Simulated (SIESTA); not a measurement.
A self-consistent single point of Ti2Fe2H3 (P1, 7 atoms in the cell) with SIESTA.

Method of the run: GGA PBEsol, numerical atomic orbitals DZP, PseudoDojo PBEsol standard norm-conserving potentials (rewritten from UPF to PSML) (SIESTA).

```
Ti2Fe2H3
1.0
    4.46743     0.00000     0.00000
    0.00000     2.75172     0.00000
   -0.17045     0.00000     4.80448
Ti Fe H
2 2 3
Direct
  0.29006   0.50327   0.68989
  0.80582   0.50371   0.30524
  0.78292   0.00116   0.82759
  0.29618   0.98667   0.17634
  0.47240   0.51365   0.05523
  0.97029   0.49304   0.94128
  0.54634   0.99852   0.50441
```

Reference input (self-consistent single point, DFT, GGA PBEsol, numerical atomic orbitals DZP, PseudoDojo PBEsol standard norm-conserving potentials (rewritten from UPF to PSML)): XC.functional = GGA; XC.authors = PBEsol; potentials = PseudoDojo PBEsol standard; PAO.BasisSize = DZP; PAO.EnergyShift = 0.005 Ry; MeshCutoff = 300 Ry; kgrid.MonkhorstPack = 5 8 5; OccupationFunction = MP; OccupationMPOrder = 1; ElectronicTemperature = 580.23 K; MaxSCFIterations = 150; SCF.Mixer.Method = Pulay. This run's input differs from it in these lines:

```diff
@@ -34,5 +34,5 @@
 %block kgrid.MonkhorstPack
-    5   0   0  0.0
-    0   8   0  0.0
-    0   0   5  0.0
+    6   0   0  0.0
+    0  10   0  0.0
+    0   0   6  0.0
 %endblock kgrid.MonkhorstPack
@@ -40,3 +40,3 @@
 OccupationMPOrder            1
-ElectronicTemperature        580.23 K
+ElectronicTemperature        1160.45 K
```

The program printed (abridged):

```
        iscf     Eharris(eV)        E_KS(eV)     FreeEng(eV)     dDmax    Ef(eV) dHmax(eV)
   scf:    1    -9964.900933   -10061.273844   -10061.275216  1.208752 -5.142892 23.870230
   scf:    2    -9820.780138   -10020.700302   -10020.699717  1.111423 -6.854261 31.447339
   scf:    3   -10103.218391   -10086.693977   -10086.694352  0.560569 -6.304587  5.551479
   scf:    4   -10009.611939   -10065.010553   -10065.011893  0.646900 -6.758297 27.060379
   scf:    5   -10081.276326   -10077.241219   -10077.242366  0.269717 -6.816067 13.131493
   [... 9 lines left out ...]
   scf:   15   -10088.830147   -10088.830146   -10088.830927  0.000096 -6.809523  0.004438
   scf:   16   -10088.830146   -10088.830146   -10088.830928  0.000115 -6.809647  0.002930
   scf:   17   -10088.830144   -10088.830145   -10088.830928  0.000112 -6.809827  0.000202
   scf:   18   -10088.830145   -10088.830145   -10088.830928  0.000005 -6.809839  0.000106
SCF Convergence by DM+H criterion
max |DM_out - DM_in|         :     0.0000053630
max |H_out - H_in|      (eV) :     0.0001063657
SCF cycle converged after 18 iterations

Using DM_out to compute the final energy and forces

siesta: E_KS(eV) =           -10088.8301

siesta: E_KS - E_eggbox =    -10088.8301

siesta: Atomic forces (eV/Ang):
     1   -0.114680   -0.057887    0.174887
     2    0.174120   -0.057328   -0.101161
     3    0.012188   -0.128244   -0.307185
     4    0.046101    0.407405    0.305687
     5   -0.103501   -0.296792   -0.116622
     6   -0.065878    0.103288    0.041205
     7    0.050825    0.024539    0.007347
   Tot   -0.000825   -0.005019    0.004158
   Max    0.407405
   Res    0.168435    sqrt( Sum f_i^2 / 3N )
   Max    0.407405    constrained

   [... lines left out ...]
siesta: FreeEng =    -10088.830928
siesta: Cell volume =         59.061995 Ang**3
siesta:         -95.39163067        -89.91315238  kBar
   [... lines left out ...]
   7  1.248   0.545   0.519   0.045   0.073   0.066

mulliken: Qtot =       59.000

Mulliken Atomic Populations:
Atom #   charge [q] valence [e]  Species
     1     0.110046   11.889954  Ti
     2     0.088308   11.911692  Ti
     3     0.347295   15.652705  Fe
     4     0.375214   15.624786  Fe
     5    -0.350964    1.350964  H
     6    -0.321990    1.321990  H
     7    -0.247909    1.247909  H
 Total    -0.000000
```

The run converged in 18 iterations. Against the reference run the free energy stays essentially unchanged (within 1 meV/atom), the pressure moves little (-9.55 to -9.54 GPa) and the largest force goes from 0.527 to 0.511 eV/Å.

The starting cell comes from a database of computed structures (which also holds hypothetical and non-ambient phases and stackings), without a prior relaxation at this level. Its atoms were displaced at random from the sites of space group no. 6. Spin polarisation is off. Values carry the incompleteness of an atom-centred basis. With a pressure of about -10 GPa the cell is away from its equilibrium volume at this level.

Cost on one core of a shared machine: roughly 3 min.
